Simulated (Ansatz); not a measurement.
Base system: CeO2 in the CdI2 type structure (space group P-3m1, No. 164; a hypothetical phase, not in the database extracts checked).

```yaml
crystal:
  lattice:
    - [3.59394, 0.00000, 0.00000]
    - [-1.79697, 3.11244, 0.00000]
    - [0.00000, 0.00000, 4.41041]
  atoms:
    - { symbol: Ce, position: [0.00000, 0.00000, 0.00000] }
    - { symbol: O, position: [0.33333, 0.66667, 0.20466] }
    - { symbol: O, position: [0.66667, 0.33333, 0.79534] }
```

Computed with Ansatz (a program for electronic structure) r2SCAN+rVV10, spin-orbit coupling left out.

Base values:

The band gap is 2.52 eV and the c/a ratio is 1.227.

It is then changed as follows: cell and atoms relaxed at a pressure of 3 GPa.

Problem. Estimate the effect on the band gap and c/a ratio.

Solution. The band gap decreases by 0.12 eV, from 2.52 eV to 2.40 eV; the c/a ratio shrinks by 0.085, from 1.227 to 1.142.

Load acts through the strain it causes; cell and atoms are relaxed under it. Stability against distortions was not tested. Starting moments died away, wholly or in part, for the base; another magnetic solution may exist. All final runs are without spin polarisation.
